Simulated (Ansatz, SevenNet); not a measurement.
GeSb2Te4 (model structure, started from the GeSb2Te4 type, R-3m, No. 166, 7 atoms in the cell): properties by level of theory

```csv
level (code),lattice constant a (Å),lattice parameter c (Å)
SevenNet-0,4.302,42.477
LDA (Ansatz),4.216,…
r²SCAN (Ansatz),4.283,…
```

### Question
Some entries are withheld; supply them.

### Answer

- LDA (Ansatz, a program for electronic structure), lattice parameter c (Å): 39.740
- r²SCAN (Ansatz), lattice parameter c (Å): 42.331

Ansatz's density-functional and Hartree–Fock values are scalar-relativistic unless marked +SOC, with PAW data made under PBE.

Computed values are for the static lattice.

A model structure was made by putting elements into a prototype or built by hand; it is no filed structure, need not be a known phase, and can be a saddle point held by its symmetry.
